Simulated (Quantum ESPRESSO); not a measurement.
## A series of runs on Zr₂Al (P6_3/mmc, 6 atoms in the cell)

```
Zr2Al
1.0
    4.89978     0.00000     0.00000
   -2.44989     4.24333     0.00000
    0.00000     0.00000     5.93566
Zr Al
4 2
Direct
  0.00000   0.00000   0.00000
  0.00000   0.00000   0.50000
  0.33333   0.66667   0.75000
  0.66667   0.33333   0.25000
  0.33333   0.66667   0.25000
  0.66667   0.33333   0.75000
```

Base run A: PBEsol, PseudoDojo standard norm-conserving (PBESOL) pseudopotentials run with Quantum ESPRESSO, self-consistent single point.

Its settings: ecutwfc = 70 Ry; occupations = smearing; smearing = marzari-vanderbilt; degauss = 0.019992 Ry; potentials = {Zr: Zr.upf, Al: Al.upf}; K_POINTS = automatic 6 6 4 1 1 1; conv_thr = 1e-09 Ry; mixing_beta = 0.4.

The starting cell comes from a database of computed structures (which also holds hypothetical and non-ambient phases and stackings), without a prior relaxation at this level. In the base run, with a pressure of about -3 GPa the cell is away from its equilibrium volume at this level.

ΔF is the free energy per atom less that of run A. 

Run A gave: pressure (GPa) -3.08.

Runs:
- B: lattice scaled by 0.97
- C: lattice scaled by 0.97; ecutwfc: 70 Ry → 42 Ry
- D: lattice scaled by 0.985
- E: lattice scaled by 0.985; ecutwfc: 70 Ry → 42 Ry
- F: lattice scaled by 1.015
- G: lattice scaled by 1.015; ecutwfc: 70 Ry → 42 Ry
- H: lattice scaled by 1.03
- I: lattice scaled by 1.03; ecutwfc: 70 Ry → 42 Ry
- J: ecutwfc: 70 Ry → 42 Ry

### Question
What does run I change against A?

### Answer
The free energy rises by 291 meV/atom and the pressure goes from -3.08 to -18.63 GPa.

### Question
What does run J change against A?

### Answer
The free energy rises by 207 meV/atom and the pressure goes from -3.08 to -12.03 GPa.

```csv
run,ΔF (meV/atom),pressure (GPa)
A,0.00,-3.08
B,21.3,7.61
C,227.5,-2.19
D,-4.1,1.79
E,202.4,-7.58
F,30.3,-7.12
G,237.2,-15.68
H,83.6,-10.43
I,290.7,-18.63
J,206.6,-12.03
```
